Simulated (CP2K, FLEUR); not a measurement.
A CP2K input for a self-consistent single point of HfS3 (P2_1/m, 8 atoms in the cell) (DFT LDA (Pade form), GPW, DZVP-MOLOPT-SR-GTH basis, GTH-PADE potentials (GTH_POTENTIALS)):

```
&GLOBAL
  PROJECT calc
  RUN_TYPE ENERGY_FORCE
  PRINT_LEVEL LOW
&END GLOBAL
&FORCE_EVAL
  METHOD Quickstep
  STRESS_TENSOR ANALYTICAL
  &DFT
    BASIS_SET_FILE_NAME BASIS_MOLOPT
    POTENTIAL_FILE_NAME GTH_POTENTIALS
    &QS
      METHOD GPW
      EPS_DEFAULT 1E-11
    &END QS
    &MGRID
      CUTOFF 500
      REL_CUTOFF 60
      NGRIDS 5
    &END MGRID
    &SCF
      SCF_GUESS ATOMIC
      EPS_SCF 1E-6
      MAX_SCF 100
      ADDED_MOS 11
      &DIAGONALIZATION
        ALGORITHM STANDARD
      &END DIAGONALIZATION
      &MIXING
        METHOD BROYDEN_MIXING
        ALPHA 0.3
        NBUFFER 12
        BETA 1
      &END MIXING
    &END SCF
    &KPOINTS
      SCHEME MONKHORST-PACK 4 5 2
      GAMMA_CENTERED T
    &END KPOINTS
    &XC
      &XC_FUNCTIONAL PADE
      &END XC_FUNCTIONAL
    &END XC
    &PRINT
      &MO
        EIGENVALUES T
        OCCUPATION_NUMBERS T
        NDIGITS 8
        FILENAME mo
        &EACH
          QS_SCF 0
        &END EACH
        ADD_LAST NUMERIC
      &END MO
      &MULLIKEN OFF
      &END MULLIKEN
    &END PRINT
  &END DFT
  &SUBSYS
    &CELL
      A 5.11398700 0.00000000 0.00000000
      B 0.00000000 3.58484400 0.00000000
      C -1.20118000 0.00000000 9.05400900
      PERIODIC XYZ
    &END CELL
    &COORD
      Hf       0.67805180     2.68863300     5.89741930
      Hf       3.23475520     0.89621100     3.15658970
      S        4.26444558     2.68863300     1.61324332
      S       -0.35163858     0.89621100     7.44076568
      S        0.67734595     0.89621100     4.05710143
      S        3.23546105     2.68863300     4.99690757
      S        1.70857949     0.89621100     7.44194270
      S        2.20422751     2.68863300     1.61206630
    &END COORD
    &KIND Hf
      BASIS_SET DZVP-MOLOPT-SR-GTH
      POTENTIAL GTH-PADE-q12
    &END KIND
    &KIND S
      BASIS_SET DZVP-MOLOPT-SR-GTH
      POTENTIAL GTH-PADE-q6
    &END KIND
  &END SUBSYS
  &PRINT
    &FORCES ON
    &END FORCES
    &STRESS_TENSOR ON
    &END STRESS_TENSOR
  &END PRINT
&END FORCE_EVAL
```

### Question
Translate this input to FLEUR.

### Answer
One input that does it (others would too):

Input of the input generator:

```
scf HfS3
&input film=f /
5.1139870000 -0.0000000000 0.0000000000
-0.0000000000 3.5848440000 0.0000000000
-1.2011800000 0.0000000000 9.0540090000
1.8897261246
1.0 1.0 1.0

8
72 0.2855800000 0.7500000000 0.6513600000
72 0.7144200000 0.2500000000 0.3486400000
16 0.8757300000 0.7500000000 0.1781800000
16 0.1242700000 0.2500000000 0.8218200000
16 0.2377000000 0.2500000000 0.4481000000
16 0.7623000000 0.7500000000 0.5519000000
16 0.5271600000 0.2500000000 0.8219500000
16 0.4728400000 0.7500000000 0.1780500000

&comp jspins=1 /
&exco xctyp='vwn' /
&kpt div1=4 div2=5 div3=2 gamma=t /
&end /
```

```xml
<?xml version="1.0" encoding="UTF-8" standalone="no"?>
<fleurInput fleurInputVersion="0.39">
   <comment>
      scf HfS3                                                                                            
   </comment>
   <calculationSetup>
      <cutoffs Kmax="4.4" Gmax="13.2" GmaxXC="13.2" numbands="0"/>
      <scfLoop itmax="80" minDistance="0.00001" maxIterBroyd="40" imix="Anderson" alpha="0.05" precondParam="0.0" spinf="2.0"/>
      <coreElectrons ctail="T" frcor="F" kcrel="0" coretail_lmax="0"/>
      <xcFunctional name="vwn" relativisticCorrections="F"/>
      <magnetism jspins="1"/>
      <soc l_soc="F" theta="0.0" phi="0.0" spav="F"/>
      <expertModes spex="0" secvar="F"/>
      <geometryOptimization l_f="T" forcealpha="1.0" forcemix="BFGS" epsdisp="0.00001" epsforce="0.00001"/>
      <ldaU l_linMix="F" mixParam="0.05" spinf="1.0"/>
   </calculationSetup>
   <cell>
      <bzIntegration valenceElectrons="88.0" mode="hist" fermiSmearingEnergy="0.0001">
         <kPointListSelection listName="default-1"/>
         <!-- k-points included here -->
         <xi:include xmlns:xi="http://www.w3.org/2001/XInclude" href="kpts.xml"> </xi:include>
      </bzIntegration>
      <!-- symmetry operations included here -->
      <xi:include xmlns:xi="http://www.w3.org/2001/XInclude" href="sym.xml"> </xi:include>
      <bulkLattice scale="1.0">
         <bravaisMatrix>
            <row-1>    9.6640348347647791     0.0000000000000000     0.0000000000000000</row-1>
            <row-2>    0.0000000000000000     6.7743733594155620     0.0000000000000000</row-2>
            <row-3>   -2.2699012263470277     0.0000000000000000    17.1095973396635230</row-3>
         </bravaisMatrix>
      </bulkLattice>
   </cell>
   <atomSpecies>
      <species name="Hafnium (Hf)" element="Hf" atomicNumber="72">
         <mtSphere radius="2.68" gridPoints="925" logIncrement="0.014"/>
         <atomicCutoffs lmax="10" lnonsphr="8"/>
         <electronConfig flipSpins="F">
            <coreConfig>(1s1/2) (2s1/2) (2p1/2) (2p3/2) (3s1/2) (3p1/2) (3p3/2) (4s1/2) (3d3/2) (3d5/2) (4p1/2) (4p3/2) (4d3/2) (4d5/2)</coreConfig>
            <valenceConfig>(5s1/2) (5p1/2) (5p3/2) (6s1/2) (4f5/2) (4f7/2) (5d3/2) (5d5/2)</valenceConfig>
            <stateOccupation state="(5d3/2)" spinUp="0.4" spinDown="0.4"/>
            <stateOccupation state="(5d5/2)" spinUp="0.6" spinDown="0.6"/>
         </electronConfig>
         <energyParameters s="6" p="6" d="5" f="5"/>
         <lo type="SCLO" l="0" n="5" eDeriv="0"/>
         <lo type="SCLO" l="1" n="5" eDeriv="0"/>
         <lo type="SCLO" l="3" n="4" eDeriv="0"/>
      </species>
      <species name="Sulfur (S)" element="S" atomicNumber="16">
         <mtSphere radius="1.82" gridPoints="629" logIncrement="0.018"/>
         <atomicCutoffs lmax="8" lnonsphr="6"/>
         <electronConfig flipSpins="F">
            <coreConfig>(1s1/2) (2s1/2) (2p1/2) (2p3/2)</coreConfig>
            <valenceConfig>(3s1/2) (3p1/2) (3p3/2)</valenceConfig>
            <stateOccupation state="(3p1/2)" spinUp="0.6666666666667" spinDown="0.6666666666667"/>
            <stateOccupation state="(3p3/2)" spinUp="1.3333333333333" spinDown="1.3333333333333"/>
         </electronConfig>
         <energyParameters s="3" p="3" d="3" f="4"/>
      </species>
   </atomSpecies>
   <atomGroups>
      <atomGroup species="Hafnium (Hf)">
         <relPos label="                   1">.2855800000 -1.000/4.000 -.3486400000</relPos>
         <relPos label="                   2">-.2855800000 1.000/4.000 .3486400000</relPos>
         <force calculate="T" relaxXYZ="TTT"/>
      </atomGroup>
      <atomGroup species="Sulfur (S)">
         <relPos label="                   3">-.1242700000 -1.000/4.000 .1781800000</relPos>
         <relPos label="                   4">.1242700000 1.000/4.000 -.1781800000</relPos>
         <force calculate="T" relaxXYZ="TTT"/>
      </atomGroup>
      <atomGroup species="Sulfur (S)">
         <relPos label="                   5">.2377000000 1.000/4.000 .4481000000</relPos>
         <relPos label="                   6">-.2377000000 -1.000/4.000 -.4481000000</relPos>
         <force calculate="T" relaxXYZ="TTT"/>
      </atomGroup>
      <atomGroup species="Sulfur (S)">
         <relPos label="                   7">-.4728400000 1.000/4.000 -.1780500000</relPos>
         <relPos label="                   8">.4728400000 -1.000/4.000 .1780500000</relPos>
         <force calculate="T" relaxXYZ="TTT"/>
      </atomGroup>
   </atomGroups>
   <output dos="F" band="F" slice="F">
      <checks vchk="F" cdinf="F"/>
      <bandDOS minEnergy="-.5*Htr" maxEnergy="0.5*Htr" sigma="0.015" storeEVData="T"/>
      <vacuumDOS vacdos="F" integ="F" star="F" nstars="0" locx1="0.0" locy1="0.0" locx2="0.0" locy2="0.0" nstm="0" tworkf="0.0"/>
      <unfoldingBand unfoldBand="F" supercellX="1" supercellY="1" supercellZ="1"/>
      <plotting iplot="0" polar="F">
         <plot TwoD="T" vec1="  1.0  0.0  0.0" vec2="  0.0  1.0  0.0" vec3="  0.0  0.0  1.0" zero="  0.0  0.0  0.0" file="plot"/>
      </plotting>
      <chargeDensitySlicing numkpt="0" minEigenval="0.0" maxEigenval="0.0" nnne="0" pallst="F"/>
      <specialOutput eonly="F"/>
      <magneticCircularDichroism mcd="F" energyLo="-10.0" energyUp="0.0"/>
   </output>
  <!-- We include the file relax.xml here to enable relaxations (see documentation) -->
  <xi:include xmlns:xi="http://www.w3.org/2001/XInclude" href="relax.xml"> <xi:fallback/> </xi:include>
</fleurInput>
```

Basis, cutoffs, solver keys and any potentials are the target program's own. This input uses DFT, LDA (Vosko-Wilk-Nusair), all-electron FLAPW (FLEUR), scalar-relativistic valence. LDA parametrisations can differ slightly between programs.

The starting cell comes from a database of computed structures (which also holds hypothetical and non-ambient phases and stackings), without a prior relaxation at this level. Its lattice was rescaled by a random factor within 2.5 % of one.
